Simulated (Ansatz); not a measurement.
The decay constant κ of evanescent states in the gap governs leakage through a thin film.

Data:

```
LiF
1.0
    2.88742     0.00000     0.00000
    0.00000     4.08343     0.00000
    1.44371     2.04171     1.44371
Li F
1 1
Direct
  0.00000   0.00000   0.00000
  0.00000   0.50000   0.00000
```

The cell is taken as given; by r2SCAN it stands under a pressure of -4.6 GPa.

Transport runs along the normal of the first two printed cell vectors, the (110) plane of the conventional cell.

The gap is the functional's own, uncorrected, and κ follows it; spin-orbit coupling is left out. Mid-gap means the computed energy nearest the middle.

Question: Estimate the band gap and the smallest decay constant κ at mid-gap that r2SCAN (Ansatz, a program for electronic structure) returns for this system.

Answer: Gap 9.69 eV on a 20×20×20 mesh; κ = 0.670 1/Å, at (0.500, 0.500) of the in-plane reciprocal vectors. At the zone centre the slowest state has κ = 0.68 1/Å.
